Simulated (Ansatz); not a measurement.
Base system: Si (space group I4_132, No. 214; a = 6.4376 Å; a hypothetical phase, not in the database extracts checked).

(Cell as relaxed with PBE.)

Levels (all Ansatz, a first-principles code, PAW): PBE (420 eV, without spin-orbit coupling); PBEsol (420 eV, no spin-orbit coupling).

Each level relaxes its own structure.

| base | PBE | PBEsol |
|---|---|---|
| volume per atom | 33.35 Å³ | 32.69 Å³ |
| lattice parameter a | 6.438 Å | 6.395 Å |
| band gap | zero | zero |

Now apply this change: hydrostatic tension (pressure −1 GPa).

```tsv
quantity	PBE	PBEsol
shortest interatomic distance	2.295 Å	2.278 Å
band gap	zero	zero
```

PBE's shortest interatomic distance lies 0.017 Å above PBEsol's (0.7 %); the two agree on the band gap. Neither level is exact; PBEsol is the comparison here, not a measurement.

Load acts through the strain it causes; cell and atoms are relaxed under it. Whether these cells are dynamically stable was not tested.
